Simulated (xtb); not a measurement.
xtb 6.7.1, GFN2-xTB: Cc1ccc2cc(-c3sc(-c4sc(C)cc4F)c4c3OCCO4)ccc2c1, 44 atoms. The geometry is a generated start, not checked to be a minimum at this level.

* **method**: GFN2-xTB
* **--acc**: 1 (default)
* **--etemp (K)**: 300 (default)
* **detailed input (--input)**: none: ANC optimiser, Lindh (1995) Hessian, microcycle=20, maxdispl=1.0, hlow=0.01 (default)
* **basis functions**: 137
* **valence electrons**: 136

The structure is relaxed from this start with --opt LEVEL for the levels crude, sloppy, loose, lax, normal, tight, vtight, extreme, once each. Up to the end of the extreme run atoms move by at most 2.3 Å along an axis.

Problem. What is the loosest level that ends within 1 meV of the extreme run, and how many cycles does it take?

Solution. tight: 66 cycles against 106, ending 0.091 meV above.

```json
[
 {"level": "crude", "cycles": "4", "energy above the extreme run (meV)": "130", "gradient norm (eV/Å)": "0.33"},
 {"level": "sloppy", "cycles": "22", "energy above the extreme run (meV)": "28", "gradient norm (eV/Å)": "0.098"},
 {"level": "loose", "cycles": "23", "energy above the extreme run (meV)": "27", "gradient norm (eV/Å)": "0.15"},
 {"level": "lax", "cycles": "43", "energy above the extreme run (meV)": "3.8", "gradient norm (eV/Å)": "0.091"},
 {"level": "normal", "cycles": "48", "energy above the extreme run (meV)": "2.7", "gradient norm (eV/Å)": "0.023"},
 {"level": "tight", "cycles": "66", "energy above the extreme run (meV)": "0.091", "gradient norm (eV/Å)": "0.013"},
 {"level": "vtight", "cycles": "78", "energy above the extreme run (meV)": "under 0.01", "gradient norm (eV/Å)": "0.0059"},
 {"level": "extreme", "cycles": "106", "energy above the extreme run (meV)": "—", "gradient norm (eV/Å)": "0.0022"}
]
```
